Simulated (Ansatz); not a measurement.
# Migration barriers: interstitial B in rock-salt MgO, charge state +3

System: interstitial B in rock-salt MgO (charge state +3). Computed with PBE, PAW (plane waves to 420 eV; Ansatz, an electronic-structure program).

64-site cell at the relaxed PBE lattice, the Γ point alone, smearing 0.01 eV, spin-restricted, no finite-size correction. Static, classical nuclei. The charge state is imposed; whether it is stable for some Fermi level was not computed. Sites that were not tried may lie lower.

Barriers: single points on a 2×2×2 k-point mesh shifted by half a step at the bands' geometries.

| Route | Start site over the lowest site run (eV) | Hop (Å) | Forward barrier (eV) | Backward barrier (eV) | Neighbours at the start | Neighbours at the saddle | Saddle order | Forward, on the band's own sampling (eV) |
|---|---|---|---|---|---|---|---|---|
| several atoms move together, B the farthest | 0.00 | 2.12 | 2.78 | 2.78 | 4 Mg at 2.19; 4 O at 1.51 Å | Mg at 2.09; 2 O at 1.45, 2 O at 1.64 Å | not checked, on a symmetry element | 2.77 |

Paths come from climbing-image nudged elastic band runs.  A band can be held on a symmetry element, so unchecked saddle points there may be too high. A further band (several atoms move together, B the farthest, 3.01 Å) gave 2.77 eV forward on its own sampling, 2.77 eV above the lowest site run, but a shoulder points to a second hump between its images, so it is not taken as a result.

The whole set of runs took very roughly 1.8 core-hours.
